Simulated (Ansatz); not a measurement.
The starting structures come from a database of crystals and need not be the phases stable at ambient conditions.

 Where the default PAW files enter, the runs use the earlier of Ansatz's two default sets.

Input:

```
CELL_PARAMETERS angstrom
      5.84404     0.00000     0.00000
      0.14780     5.84217     0.00000
      2.84812    -2.92109     4.07977
ATOMIC_POSITIONS crystal
  Sr 0.25000 0.25000 0.50000
  Sr 0.75000 0.75000 0.50000
  Zr 0.00000 0.00000 0.00000
  Zr 0.50000 0.50000 0.00000
  O  0.80823 0.19177 0.88354
  O  0.19177 0.80823 0.11646
  O  0.30823 0.69177 0.50000
  O  0.69177 0.30823 0.50000
  O  0.75000 0.75000 0.00000
  O  0.25000 0.25000 0.00000
```

Space group of this cell: I4/mcm. The cell is taken as given; by PBEsol its mean pressure is -2.5 GPa.

Transport runs along the normal of the first two printed cell vectors, the (110) plane of the conventional cell.

No gap correction and no spin-orbit coupling; mid-gap values are interpolated between computed energies.

Q: Estimate the band gap and the smallest decay constant κ at mid-gap that PBEsol (Ansatz, a quantum-chemistry and plane-wave program) returns for this system.

A: Gap 3.65 eV on a 8×8×8 mesh; κ = 0.291 1/Å, at the zone centre.
